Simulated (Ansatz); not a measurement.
Take C in the diamond structure (space group Fd-3m, No. 227; a = 3.5538 Å) as the base. Axes: x, y, z lie along the cube axes.

Method: Ansatz (a quantum-chemistry and plane-wave program) PBEsol, scalar-relativistic without spin-orbit coupling.

Strains are applied to the cell and any free atomic positions relax; under biaxial strain the out-of-plane vector relaxes too.

One change was made to it. Results:

```json
[
 {"quantity": "smallest direct gap", "base": "5.57 eV", "after": "4.99 eV"},
 {"quantity": "energy relative to the base (free energy F)", "base": "0 meV/atom", "after": "+11 meV/atom"},
 {"quantity": "band gap", "base": "4.03 eV", "after": "3.48 eV"}
]
```

Q: Name the change that was made.
(A) biaxial strain −1.12 %, plane normal [110], relaxed out of plane
(B) strain tensor (xx, yy, zz, yz, xz, xy) = (+1.30, −0.58, +1.39, −0.64, −0.64, +0.30) %
(C) biaxial strain −4.85 %, plane normal [111], relaxed out of plane

A: B, strain tensor (xx, yy, zz, yz, xz, xy) = (+1.30, −0.58, +1.39, −0.64, −0.64, +0.30) %. For comparison, the band gap in the other runs: biaxial strain −4.85 %, plane normal [111], relaxed out of plane gives 3.86 eV; biaxial strain −1.12 %, plane normal [110], relaxed out of plane gives 3.89 eV.

Whether these cells are dynamically stable was not tested.
